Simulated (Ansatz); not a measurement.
**Response to strain in CdS**

The parent structure is CdS in the wurtzite structure (space group P6_3mc, No. 186; a = 4.197 Å, c = 6.830 Å).

Strains are applied to the cell and any free atomic positions relax.

Level of theory: PBE (Ansatz, a quantum-chemistry and plane-wave program; PAW; 420 eV plane waves; no spin-orbit coupling), earlier PAW set.

Notes on the quantities. energy relative to the base: free energy F.

| isotropic strain (%) | energy relative to the base (meV/atom) |
|---|---|
| -4.45 | 90.8 |
| -2.01 | ? |
| 0 | 0.0 |
| 1.41 | 7.4 |
| 5.22 | 88.4 |

Fit ΔE = Aε² + Bε³ (ε in %) to the rows shown and predict the withheld row.

Least squares on the printed values gives A = 3.97 and B = -0.14 meV/atom (largest residual 0.1 meV/atom); this predicts 17.2 meV/atom, and the run gives 16.9 meV/atom, 0.3 lower.

Stability against distortions was not tested.
